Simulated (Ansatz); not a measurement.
BN under load (space group P6_3mc), r2SCAN, rigid bands (Ansatz, a first-principles code). Condition of this run: uniaxial stress along c of -18 GPa (compression positive) (the target of the relaxation). Band gap 5.70 eV, N_c = 1.34e19 cm⁻³ and N_v = 4.66e19 cm⁻³ at 300 K, conductivity masses along x (a = (2.54, 0.00, 0.00) Å; b = (-1.27, 2.20, 0.00) Å; c = (0.00, 0.00, 4.28) Å) of 0.500 mₑ (electrons) and 0.781 mₑ (holes). Take k_BT = 0.02585 eV.

**Question.** A film of it is 3 nm thick, with its normal along the direction named. Estimate the confinement energies in an infinite well.

**Answer.** ħ²π²/(2m t²) = 0.376 eV·nm²/(m/mₑ × t²) gives 83.6 meV for electrons and 53.5 meV for holes, so the gap would widen to about 5.84 eV. Finite barriers and nonparabolic bands lower this, and with several valleys or bands the heaviest mass along the normal sets the lowest level, not this average.

**Question.** What thermal injection velocity √(2k_BT/πm) limits a ballistic channel along the direction named?

**Answer.** 7.61e6 cm/s for electrons and 6.09e6 cm/s for holes, a ratio of √(m_h/m_e) = 1.25, for dilute carriers.

**Question.** Find the intrinsic carrier density and the intrinsic Fermi level.

**Answer.** n_i = √(N_c N_v) exp(−E_g/2k_BT) = 2.50e19 × exp(−110.24) = 3.3e-29 cm⁻³. The level lies (k_BT/2) ln(N_v/N_c) = 16 meV from mid-gap (positive towards the conduction band). Each 0.1 eV added to the gap lowers n_i by a factor of 6.9.

Rigid bands with the computed gap; masses take one relaxation time for all states. Spin-orbit coupling is left out. Geometry: cell and atoms relaxed with PBEsol.
